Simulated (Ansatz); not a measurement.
P (model structure, started from the C4 type, I4₁32, No. 214, 4 atoms in the cell): properties by level of theory

```
level (code)         equilibrium lattice constant a (Å)  cohesive energy (eV/atom)
-------------------  ----------------------------------  -------------------------
PBE (Ansatz)                                      6.100                       2.89
PBEsol (Ansatz)                                     ___                       3.26
PBE-D3(BJ) (Ansatz)                               6.022                        ___
r²SCAN (Ansatz)                                     ___                       2.76
```

Task: Complete the blanks.

Result: 
- PBEsol (Ansatz, a quantum-chemistry and plane-wave program), equilibrium lattice constant a (Å): 6.029
- PBE-D3(BJ) (Ansatz), cohesive energy (eV/atom): 3.12
- r²SCAN (Ansatz), equilibrium lattice constant a (Å): 5.994

Ansatz's density-functional and Hartree–Fock values are scalar-relativistic unless marked +SOC, with PAW data made under PBE.

Free atoms are spin-polarised, in the lowest state found; at levels without +SOC their spin–orbit coupling is left out.

A model structure was made by putting elements into a prototype or built by hand; it is no filed structure, need not be a known phase, and can be a saddle point held by its symmetry.
